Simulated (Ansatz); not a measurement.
**A computed series for hypothetical diamond Li: pressure series**

Base system: Li in the diamond structure (space group Fd-3m, No. 227; a = 5.878 Å; a hypothetical phase, not in the database extracts checked).

Cell and atoms are relaxed at each pressure.

All numbers come from PBEsol (Ansatz, a first-principles code, PAW, no SOC).

Notes on the quantities. enthalpy: H = E + PV relative to the base's energy.

| variant | enthalpy | density |
|---|---|---|
| base | – | 0.45 g/cm³ |
| pressure −1 GPa | -0.18 eV/atom | 0.34 g/cm³ |
| pressure 0.3 GPa | +0.05 eV/atom | 0.48 g/cm³ |
| pressure 0.7 GPa | +0.10 eV/atom | 0.51 g/cm³ |
| pressure 1.5 GPa | +0.21 eV/atom | … |
| pressure 3 GPa | +0.39 eV/atom | 0.63 g/cm³ |
| pressure 5 GPa | +0.61 eV/atom | 0.71 g/cm³ |
| pressure 7.5 GPa | +0.85 eV/atom | 0.79 g/cm³ |
| pressure 10 GPa | +1.07 eV/atom | 0.86 g/cm³ |

Q: Fill in the withheld entries from the trend.

A: 
- pressure 1.5 GPa, density: 0.56 g/cm³

Load acts through the strain it causes; cell and atoms are relaxed under it. Whether these cells are dynamically stable was not tested. No other phases were tried under pressure.
